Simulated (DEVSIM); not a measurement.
System: isotype n-n heterojunction Si/Ge, at 250 K.

Layer 1 from the left is Si, thickness (μm) 0.540, Nd (cm⁻³) 2.9e16, τn (s) 1.4e-7, τp (s) 1.4e-7. Layer 2 from the left is Ge, thickness (μm) 0.120, Nd (cm⁻³) 4.6e15, τn (s) 1.4e-7, τp (s) 1.4e-7.

Left contact: ohmic. Right contact: ohmic. Voltage is applied to the left contact. Recombination: SRH at mid-gap, radiative. Mobility is constant in doping.

The device is made up for the run: typed textbook-type constants, with dimensions and the other settings drawn at random. Values at 300 K; Nc and Nv go as T^1.5, mobilities as T to minus their exponent, the gap by Varshni's rule with the affinity fixed.

Si: gap (eV) 1.124, affinity (eV) 4.05, permittivity 11.7, Nc (cm⁻³) 2.86e19, Nv (cm⁻³) 3.1e19, μn (cm²/Vs) 1417, μp (cm²/Vs) 470, T exponent of μn 2.3, T exponent of μp 2.2, B (cm³/s) 4.7e-15, Varshni α (eV/K) 0.000473, Varshni β (K) 636. Ge: gap (eV) 0.664, affinity (eV) 4, permittivity 16, Nc (cm⁻³) 1.04e19, Nv (cm⁻³) 6e18, μn (cm²/Vs) 3900, μp (cm²/Vs) 1900, T exponent of μn 1.66, T exponent of μp 2.33, B (cm³/s) 6.4e-14, Varshni α (eV/K) 0.000477, Varshni β (K) 235.

DEVSIM, 1D drift-diffusion, Boltzmann statistics, complete ionisation; no tunnelling, impact ionisation, image-force lowering or self-heating. Band offsets follow the typed affinities; no thermionic-emission limit at abrupt steps, no polarisation charge.

Q: What does the simulation give for the potential step across the device at zero bias?

A: potential step across the device at zero bias 0.032 V.
